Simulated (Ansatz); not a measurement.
Consider WSi$_{2}$ (space group I4/mmm, No. 139).

```
CELL_PARAMETERS angstrom
     -1.60576     1.60576     3.90206
      1.60576    -1.60576     3.90206
      1.60576     1.60576    -3.90206
ATOMIC_POSITIONS crystal
  W  0.00000 0.00000 0.00000
  Si 0.33486 0.33486 0.00000
  Si 0.66514 0.66514 0.00000
```

Level of theory: r2SCAN (Ansatz, a quantum-chemistry and plane-wave program; PAW; 500 eV plane waves; without spin-orbit coupling).

Before the change:

| Quantity | Result |
|---|---|
| Largest site moment | 0.00 μB |
| Magnetic state | not spin-polarised |
| Lattice parameter a | 3.212 Å |

Now apply this change: every Si is replaced by Co; the structure is relaxed again.

Tabulated Pauling electronegativity and covalent radius: Si 1.90, 1.11 Å; Co 1.88, 1.26 Å.

**Question.** What does the calculation give for the largest site moment after the change?

**Answer.** The largest site moment goes from zero to 1.24 μB.

**Question.** What does the calculation give for the magnetic state after the change?

**Answer.** The magnetic state becomes ferromagnetic (base: not spin-polarised).

**Question.** Estimate the effect on the lattice parameter a.

**Answer.** The lattice parameter a drops by 0.1683 Å, from 3.212 Å to 3.043 Å.

Other magnetic orders, which the real material may have, were not ruled out. Stability against distortions was not tested. As relaxed here, Co2W is a hypothetical phase, not in the database extracts checked. Spin-polarised in the final run: Co2W; the other runs are not.
